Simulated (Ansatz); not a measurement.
Base system: Rh in the fcc (Cu type) structure (space group Fm-3m, No. 225; a = 3.782 Å; relaxed with 0.1 eV smearing). Axes: x, y, z lie along the cube axes.

Perturbation: uniaxial strain ε_zz = +2.20 %, all other strain components held at zero; the atoms relax in the strained cell.

Levels (all Ansatz, a quantum-chemistry and plane-wave program, PAW, earlier PAW set): PBEsol (420 eV, without spin-orbit coupling); PBEsol+SOC (420 eV, with spin-orbit coupling).

The geometry is relaxed with PBEsol.

```
Property            Value
---------------  --------
PBEsol pressure  -6.0 GPa
```

Question: Predict the pressure from PBEsol+SOC.

Answer: The pressure increases by 0.2 GPa, from -6.0 GPa to -5.8 GPa.

Single points use the geometry relaxed with PBEsol. The spin-orbit shifts are approximate. Stability against distortions was not tested. The runs without spin-orbit coupling are not spin-polarised. Rh lies near a magnetic instability that expansion can trigger; it was not tested.
